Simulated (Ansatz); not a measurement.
System: GdNbO4 (C2/c, No. 15; cell taken from a computed entry). Method: HSE06 (PAW; Ansatz, an electronic-structure program).

Numerical settings: plane-wave cutoff 460 eV, 6×6×6 k mesh, Fermi–Dirac smearing 0.01 eV, spin-polarised start, scalar-relativistic PAW data made under PBE.

Cell (relaxed with PBEsol):

```cif
data_Gd4Nb4O16
_chemical_formula_sum 'Gd4 Nb4 O16'
_space_group_name_H-M_alt 'C2/c'
_space_group_IT_number 15
_space_group_name_Hall '-C 2yc'
_cell_length_a 7.05329
_cell_length_b 11.02734
_cell_length_c 5.08339
_cell_angle_alpha 90.000
_cell_angle_beta 131.023
_cell_angle_gamma 90.000
loop_
_space_group_symop_operation_xyz
  'x, y, z'
  '-x, -y, -z'
  '-x, y, -z+1/2'
  'x, -y, z+1/2'
  'x+1/2, y+1/2, z'
  '-x+1/2, -y+1/2, -z'
  '-x+1/2, y+1/2, -z+1/2'
  'x+1/2, -y+1/2, z+1/2'
loop_
_atom_site_label
_atom_site_type_symbol
_atom_site_symmetry_multiplicity
_atom_site_Wyckoff_symbol
_atom_site_fract_x
_atom_site_fract_y
_atom_site_fract_z
_atom_site_occupancy
Gd1 Gd 4 e 0.00000 0.12964 0.25000 1
Nb1 Nb 4 e 0.00000 0.60383 0.25000 1
O1 O 8 f 0.24319 0.46859 0.20421 1
O2 O 8 f 0.34395 0.20946 0.33989 1
```
(The calculation used a cell of 12 atoms; values per cell refer to that cell.)

Q: Give the computed band gap, smallest direct gap on the k points sampled and Γ–Γ gap.

A: 
- band gap: 5.05 eV
- smallest direct gap on the k points sampled: 5.27 eV
- Γ–Γ gap: 5.46 eV

Measured, for comparison: band gap 4.93 eV (temperature not stated, not corrected to a static lattice, diffuse reflectance of powders, Elliott-model fit; as tabulated in Garg et al. (2023), arXiv:2401.13477).

Note: the magnetic order was assumed, not searched for or taken from measurement; the state of the 4f shell is in doubt; cell and atoms aren't relaxed at this level (largest force component 0.44 eV/Å, pressure 1.0 GPa).

Spin–orbit coupling is not included.

The computed numbers hold no vibrational or temperature effects.
